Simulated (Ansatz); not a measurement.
Consider Hf-vacancy pair (Hf on one host Al site, one Al site vacant) in fcc Al, neutral cell. Calculation: PBE, PAW (plane waves to 420 eV; Ansatz, a program for electronic structure).

32-site cell at the relaxed PBE lattice, a 3×3×3 k-point mesh shifted by half a step, smearing 0.10 eV, spin-restricted, no finite-size correction. Energies are static. Spin-orbit coupling is left out. Forms of the defect that were not tried may lie lower.

Barriers: single points on a 5×5×5 k-point mesh shifted by half a step at the bands' geometries (they differ from the bands' own by up to 0.09 eV, and are uncertain by about as much).

The step: Hf and the vacancy change places (Hf-vacancy distance between ideal sites 2.86 Å throughout). Atoms about the jump, Cartesian Å from the middle of the jump, before and after:

```
atom     x0     y0     z0     x1     y1     z1
----  -----  -----  -----  -----  -----  -----
Hf1    0.00  -0.99  -0.99   0.00   0.99   0.99
Al2    2.05   1.01  -1.00   2.05   1.00  -1.01
Al3    2.05  -1.00   1.01   2.05  -1.01   1.00
Al4   -2.05  -1.00   1.01  -2.05  -1.01   1.00
Al5   -2.05   1.01  -1.00  -2.05   1.00  -1.01
Al6    0.00   2.90  -0.95   0.00   3.07  -1.00
Al7    0.00   1.00  -3.07   0.00   0.95  -2.90
Al8    0.00  -0.95   2.90   0.00  -1.00   3.07
Al9    0.00  -3.07   1.00   0.00  -2.90   0.95
```

**Question.** Give the saddle-point geometry and the barrier.

**Answer.** 
```csv
atom,x,y,z
Hf1,0.00,0.00,-0.01
Al2,2.28,1.08,-1.10
Al3,2.28,-1.09,1.08
Al4,-2.28,-1.09,1.08
Al5,-2.28,1.09,-1.10
Al6,0.00,2.93,-1.00
Al7,0.00,0.99,-2.95
Al8,0.00,-1.00,2.93
Al9,0.00,-2.94,0.98
```
It lies 1.12 eV above the start and 1.12 eV above the end. The saddle point's order was not checked, and it lies on a symmetry element of the cell, where a band can be held.
